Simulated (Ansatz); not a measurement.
Worked example: zone-centre phonon calculation of PdIn (Pm-3m, 2 atoms in the cell) in Ansatz (a program for electronic structure).

Computed with PBE (plane waves, PAW; Ansatz).

```
CELL_PARAMETERS angstrom
      3.25000     0.00000     0.00000
      0.00000     3.25000     0.00000
      0.00000     0.00000     3.25000
ATOMIC_POSITIONS crystal
  In 0.50000 0.50000 0.50000
  Pd 0.00000 0.00000 0.00000
```

Reference input (self-consistent single point, DFT, PBE, plane waves, default PAW files): basis.ecutwfc = 30.9 Ry; kpoints.mp_grid.grid = 8 8 8; hamiltonian.xc = pbe; hamiltonian.pseudopotentials = {kind: paw} (the program's default PAW files); scf.occupations.method = fermi_dirac; scf.occupations.width = 0.0073 Ry. This run's input differs from it in these lines:

```diff
@@ -21,6 +21,4 @@
     width: 0.0073 Ry
-output:
-  forces: true
-  eigenvalues: true
-  stress: true
+phonons:
+  method: dfpt
```

The program printed (abridged):

```
SCF iter   1: F=—  HF=-12571.651087 eV  |F-HF|=—  |Δ(HF+E_count)|=         —  Δρ=1.87e-3  dr2=1.06e-3  ethr=1.77e-3  ⟨swp⟩=5.7  Hψ=6739  notcnv=0
all-band conjugate gradients solve this SCF's bands
preconditioner: auto → none
SCF iter   2: F=—  HF=-12571.651572 eV  |F-HF|=—  |Δ(HF+E_count)|=   4.85e-4  Δρ=1.19e-3  dr2=5.37e-4  ethr=3.41e-6  ⟨swp⟩=2.3  Hψ=2766  notcnv=0
   [... lines left out ...]
SCF iter   5: F=—  HF=-12571.651507 eV  |F-HF|=—  |Δ(HF+E_count)|=   1.40e-6  Δρ=5.12e-6  dr2=5.76e-9  ethr=2.84e-9  ⟨swp⟩=2.0  Hψ=1880  notcnv=0
SCF iter   6: F=—  HF=-12571.651507 eV  |F-HF|=—  |Δ(HF+E_count)|=   4.73e-9  Δρ=1.13e-6  dr2=3.02e-10  ethr=1.86e-11  ⟨swp⟩=2.0  Hψ=2022  notcnv=0
SCF iter   7: F=—  HF=-12571.651507 eV  |F-HF|=—  |Δ(HF+E_count)|=  2.26e-10  Δρ=3.85e-7  dr2=4.47e-11  ethr=1.00e-12  ⟨swp⟩=2.0  Hψ=2360  notcnv=0
SCF iter   8: F=-12571.651507 eV  HF=-12571.651507 eV  |F-HF|=3.64e-12  |Δ(HF+E_count)|=  7.28e-12  Δρ=4.95e-8  dr2=7.08e-13  ethr=1.00e-12  ⟨swp⟩=5.2  Hψ=6213  notcnv=0
SCF 1 converged in 8 iterations: F = -12571.651507 eV  dr2 = 7.08e-13
DFPT response loops at Γ: preconditioner auto → Kerker (q_TF=auto, 2.682 Å⁻¹) (partly filled bands, converged f_vac=0.000) …
Free energy (F): -12571.651507 eV
Internal energy: -12571.626701 eV  (E = F + TS)
E sigma→0 (E₀):  -12571.639104 eV
Entropy (-TS):   -0.024806 eV (-12.403 meV/atom)
Fermi energy:    17.152743 eV
--- Phonons (Γ-DFPT): 2 representative perturbations + reference, on 75 of 512 k-points (Σ response iterations 7) ---
  k mesh reduced under 8 symmetry operations, with k and −k counted as one. Each operation leaves every solved perturbation unchanged …
  ASR residual: 1.600e-4 → 0.000e0 eV/Å²; symmetrization residual: 2.350e-5 eV/Å²
  ASR residual per site (eV/Å²): 5.90e-6 1.60e-4
  Γ frequencies (cm⁻¹): 0.00 0.00 0.00 151.53 151.53 151.53
  non-analytic LO–TO correction: not included (Born effective charges unavailable; polar crystals: no LO–TO splitting at Γ)
```

The run converged in 8 iterations. 

Summary of the result:
| Item | Result |
|---|---|
| Free energy E − TS (on the zero of these files) | -12571.6515 eV |
| Fermi level (on the code's own zero) | 17.15 eV |
| Zone-centre frequencies (cm⁻¹; negative means imaginary) | 0, 0, 0, 152, 152, 152 |

The starting cell has typed, rounded lattice constants, without a prior relaxation at this level. Spin polarisation is off.

Keys are those of Ansatz 0.2.
